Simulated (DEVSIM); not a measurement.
## abrupt Si p-n junction

Structure: abrupt Si p-n junction, at 300 K.

```csv
layer (left to right),material,thickness (μm),Nd (cm⁻³),Na (cm⁻³),τn (s),τp (s)
1,Si,0.470,-,3.4e18,1.9e-6,1.9e-6
2,Si,180,2e14,-,1.9e-6,1.9e-6
```

Left contact: ohmic. Right contact: ohmic. Voltage is applied to the left contact. Recombination: SRH at mid-gap, radiative, Auger. Mobility is constant in doping.

Constants are typed, rounded textbook-type inputs, not results; the design itself was drawn at random and stands for no fabricated device. Values at 300 K.

```tsv
parameter	Si
gap (eV)	1.124
affinity (eV)	4.05
permittivity	11.7
Nc (cm⁻³)	2.86e19
Nv (cm⁻³)	3.1e19
μn (cm²/Vs)	1417
μp (cm²/Vs)	470
B (cm³/s)	4.7e-15
Cn (cm⁶/s)	2.8e-31
Cp (cm⁶/s)	9.9e-32
```

DEVSIM, 1D drift-diffusion, Boltzmann statistics, complete ionisation; no tunnelling, impact ionisation, image-force lowering or self-heating.

```yaml
potential_step_across_the_device_at_zero_bias: 0.760 V
largest_field_in_the_device_at_zero_bias: 100000 V/cm
Dark forward voltage at 1 A/cm²: 0.700 V
```

Dark forward current:

```csv
V (V),J (A/cm²)
0.05,2.1e-8
0.15,3.0e-7
0.20,1.2e-6
0.30,3.2e-5
0.40,0.0013
0.45,0.0075
0.55,0.097
0.60,0.23
0.70,1.00
0.80,3.1
0.85,4.8
0.95,9.9
1.05,17
1.10,22
1.20,32
1.25,38
1.35,52
1.45,67
1.50,76
1.60,94
```
